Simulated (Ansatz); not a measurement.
Lattice constant a of IrPdN₂ (model structure, started from the PtCoO2 type, R-3m, No. 166, 4 atoms in the cell) at several levels of theory

No measured value is used here.

```csv
level (code),value (Å)
LDA (Ansatz),2.984
PBE (Ansatz),3.058
PBEsol (Ansatz),3.009
r²SCAN (Ansatz),3.034
```

The crystal itself was run without spin with LDA, PBE, PBEsol, r²SCAN; a magnetic state was not tried in these runs. Density-functional levels without +SOC have no spin–orbit coupling. LDA, PBE, PBEsol, r²SCAN: the run has no spin polarisation, so it can have missed a magnetic state. Cutoffs differ between the levels. Ansatz's density-functional and Hartree–Fock values are scalar-relativistic unless marked +SOC, with PAW data made under PBE.

A model structure was made by putting elements into a prototype or built by hand; it is no filed structure, need not be a known phase, and can be a saddle point held by its symmetry.

Ansatz is a first-principles code.
